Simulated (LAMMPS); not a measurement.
MD of KF (rock salt) at zero pressure over temperature, 512 atoms; each row names its start.

Method: classical MD, rigid Lennard-Jones ions of Joung and Cheatham, J. Phys. Chem. B 112, 9020 (2008), set for SPC/E water, PPPM sums, 10 Å cutoff with tail terms, run in LAMMPS.

```json
[
 {"T (K), start": "100, crystal", "state": "crystal; no diffusion seen in 21 ps", "volume": "20.4618 ± 0.0007 Å³/atom", "enthalpy": "-4.2912 ± 0.0001 eV/atom", "first peak of g(r), F-K": "2.73 Å, height 17.4", "coordination number of F by K": "6.00 (counted to 3.74 Å)", "D(F)": "-", "D(K)": "-"},
 {"T (K), start": "200, crystal", "state": "crystal; no diffusion seen in 21 ps", "volume": "20.646 ± 0.001 Å³/atom", "enthalpy": "-4.2648 ± 0.0002 eV/atom", "first peak of g(r), F-K": "2.73 Å, height 13.0", "coordination number of F by K": "6.00 (counted to 3.74 Å)", "D(F)": "-", "D(K)": "-"},
 {"T (K), start": "300, crystal", "state": "crystal; no diffusion seen in 21 ps", "volume": "20.842 ± 0.003 Å³/atom", "enthalpy": "-4.2380 ± 0.0002 eV/atom", "first peak of g(r), F-K": "2.73 Å, height 10.4", "coordination number of F by K": "6.00 (counted to 3.78 Å)", "D(F)": "-", "D(K)": "-"},
 {"T (K), start": "520, crystal", "state": "crystal; no diffusion seen in 21 ps", "volume": "21.312 ± 0.005 Å³/atom", "enthalpy": "-4.1772 ± 0.0003 eV/atom", "first peak of g(r), F-K": "2.73 Å, height 7.7", "coordination number of F by K": "6.00 (counted to 3.78 Å)", "D(F)": "-", "D(K)": "-"},
 {"T (K), start": "690, crystal", "state": "crystal; no diffusion seen in 21 ps", "volume": "21.702 ± 0.008 Å³/atom", "enthalpy": "-4.1289 ± 0.0004 eV/atom", "first peak of g(r), F-K": "2.73 Å, height 6.7", "coordination number of F by K": "6.00 (counted to 3.82 Å)", "D(F)": "-", "D(K)": "-"},
 {"T (K), start": "860, crystal", "state": "crystal; no diffusion seen in 21 ps", "volume": "22.162 ± 0.010 Å³/atom", "enthalpy": "-4.0768 ± 0.0004 eV/atom", "first peak of g(r), F-K": "2.72 Å, height 5.8", "coordination number of F by K": "6.00 (counted to 3.78 Å)", "D(F)": "-", "D(K)": "-"},
 {"T (K), start": "1040, crystal", "state": "crystal; no diffusion seen in 21 ps", "volume": "22.71 ± 0.02 Å³/atom", "enthalpy": "-4.0216 ± 0.0007 eV/atom", "first peak of g(r), F-K": "2.71 Å, height 5.3", "coordination number of F by K": "6.01 (counted to 3.90 Å)", "D(F)": "-", "D(K)": "-"},
 {"T (K), start": "1380, crystal", "state": "crystal; no diffusion seen in 21 ps", "volume": "23.99 ± 0.02 Å³/atom", "enthalpy": "-3.906 ± 0.001 eV/atom", "first peak of g(r), F-K": "2.70 Å, height 4.5", "coordination number of F by K": "6.00 (counted to 3.94 Å)", "D(F)": "-", "D(K)": "-"},
 {"T (K), start": "920, melt", "state": "liquid", "volume": "25.17 ± 0.04 Å³/atom", "enthalpy": "-3.9032 ± 0.0010 eV/atom", "first peak of g(r), F-K": "2.67 Å, height 5.2", "coordination number of F by K": "5.95 (counted to 4.02 Å)", "D(F)": "(1.10 ± 0.08) × 10^-5 cm²/s", "D(K)": "-"},
 {"T (K), start": "1040, melt", "state": "liquid", "volume": "26.56 ± 0.07 Å³/atom", "enthalpy": "-3.850 ± 0.001 eV/atom", "first peak of g(r), F-K": "2.66 Å, height 5.2", "coordination number of F by K": "5.54 (counted to 3.90 Å)", "D(F)": "(2.3 ± 0.2) × 10^-5 cm²/s", "D(K)": "(2.6 ± 0.2) × 10^-5 cm²/s"},
 {"T (K), start": "1150, melt", "state": "liquid", "volume": "27.5 ± 0.1 Å³/atom", "enthalpy": "-3.804 ± 0.001 eV/atom", "first peak of g(r), F-K": "2.66 Å, height 5.0", "coordination number of F by K": "5.35 (counted to 3.86 Å)", "D(F)": "(4.0 ± 0.1) × 10^-5 cm²/s", "D(K)": "(3.66 ± 0.05) × 10^-5 cm²/s"},
 {"T (K), start": "1260, melt", "state": "liquid", "volume": "28.76 ± 0.07 Å³/atom", "enthalpy": "-3.7565 ± 0.0010 eV/atom", "first peak of g(r), F-K": "2.65 Å, height 5.1", "coordination number of F by K": "5.26 (counted to 3.94 Å)", "D(F)": "(4.8 ± 0.1) × 10^-5 cm²/s", "D(K)": "(5.1 ± 0.3) × 10^-5 cm²/s"},
 {"T (K), start": "1440, melt", "state": "liquid", "volume": "30.64 ± 0.09 Å³/atom", "enthalpy": "-3.6860 ± 0.0008 eV/atom", "first peak of g(r), F-K": "2.65 Å, height 4.7", "coordination number of F by K": "5.35 (counted to 4.14 Å)", "D(F)": "(9.0 ± 0.2) × 10^-5 cm²/s", "D(K)": "(7.9 ± 0.2) × 10^-5 cm²/s"},
 {"T (K), start": "1610, melt", "state": "liquid", "volume": "33.2 ± 0.3 Å³/atom", "enthalpy": "-3.614 ± 0.003 eV/atom", "first peak of g(r), F-K": "2.64 Å, height 4.6", "coordination number of F by K": "4.79 (counted to 3.98 Å)", "D(F)": "(1.13 ± 0.09) × 10^-4 cm²/s", "D(K)": "(1.11 ± 0.03) × 10^-4 cm²/s"}
]
```

Measured melting point: 1131 K (chemicals 1.5.2 (Python package), Misc/Physical Constants of Inorganic Compounds.csv; one source, unchecked).

Caution: the potential ionic pair potential joung2008 is fitted for ions in water and for crystals near room temperature.

Caution: with ionic pair potential joung2008 the 0 K volume of this crystal is 8 % off the measured one.

Caution (rows 520, crystal; 690, crystal; 860, crystal; 1040, crystal; 1380, crystal; 920, melt; 1040, melt; 1150, melt; 1260, melt; 1440, melt; 1610, melt): a run this short can hold a crystal over, or a liquid under, the potential's own melting point, which these runs don't give.

Caution (row 1040, melt): enthalpy drifts during the constant-pressure average: a transition or slow ageing; fluctuation values are void.

From the crystal rows between 100 and 300 K, estimate the mean linear expansion coefficient and the heat capacity. The slope of ln V over three gives 31 × 10^-6 /K, and dH/dT = 3.1 kB/atom. Nuclei are classical here, so the heat capacity stays near 3 kB/atom, where a real crystal's falls off below its Debye temperature.

Fit an Arrhenius law to the diffusion of F in the liquid. ln D against 1/T from 920 to 1610 K gives an activation energy of 0.43 eV and D0 = 0.0028 cm²/s.

Fit an Arrhenius law to the diffusion of K in the liquid. ln D against 1/T from 1040 to 1610 K gives an activation energy of 0.37 eV and D0 = 0.0015 cm²/s.

States go by the mean squared displacement: a species diffuses where it passes 1.5 Å², still rises and gives D over 1e-6 cm²/s; a crystal has left its structure where atoms lie 0.35 Å off their sites on average or a cubic box changes its shape by 3 %, or the axial ratios of another lie 8 % off the starting cell's, which the potential's own relaxation can also do.

Errors of D are the spread over four groups of atoms in one short run; a floor of about 5 %, a picked value, is safer.

Uncertainties are statistical and leave out the potential's own error.
